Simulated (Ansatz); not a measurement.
The parent structure is Ru in the hcp (Mg type) structure (space group P6_3/mmc, No. 194; a = 2.7219 Å, c = 4.2940 Å; relaxed with 0.1 eV smearing). Axes: x lies along a and z along c of the hexagonal cell.

Computed with Ansatz (a program for electronic structure), PBE, PAW, cutoff 420 eV, no spin-orbit coupling.

Base values:

The volume per atom is 13.78 Å³.

The change: biaxial strain −2.00 %, plane normal [001], relaxed out of plane (Cartesian); in-plane vectors clamped, the third vector and the atoms free.

Question: How does this affect the volume per atom and in-plane stress?

Answer: The volume per atom shrinks by 0.402 Å³ to 13.37 Å³; the mean in-plane stress (compression positive) is +14.7 GPa.

Stability against distortions was not tested. The final runs are not spin-polarised.
